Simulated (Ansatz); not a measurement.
## silicon: the defect C on the Si site

All values below come from PBE, PAW (plane waves to 420 eV; Ansatz, a program for electronic structure). Cell and caveats: 64-site cell; 2×2×2 shifted k-points; start: the Si site; finite-size errors of tenths of an eV.

Neighbours after relaxation, in Å: of the C atom: Si 2.03, Si 2.03, Si 2.03, Si 2.03.

Formation energies E_f are those of the neutral cell. Chemical conditions: impurity bounded by its compound with the host (Δμ(Si) = 0.00 eV, Δμ(C) = -0.41 eV, bounded by 6H silicon carbide; only phases computed here count, gases as isolated molecules at 0 K). Reference phases: C: graphite, Si: silicon.

| charge | moment (μB) | point group | largest move off a lattice site (Å) | E_f, impurity bounded by its compound with the host (eV) |
|---|---|---|---|---|
| 0 | not spin-polarised | Td | 0.33 | 2.02 |

Point groups are those of the whole cell at tolerances of 0.03 and 0.1 Å ("near" where only the looser one holds); none is given for unsettled states.

All states together cost very roughly 11 core-minutes.
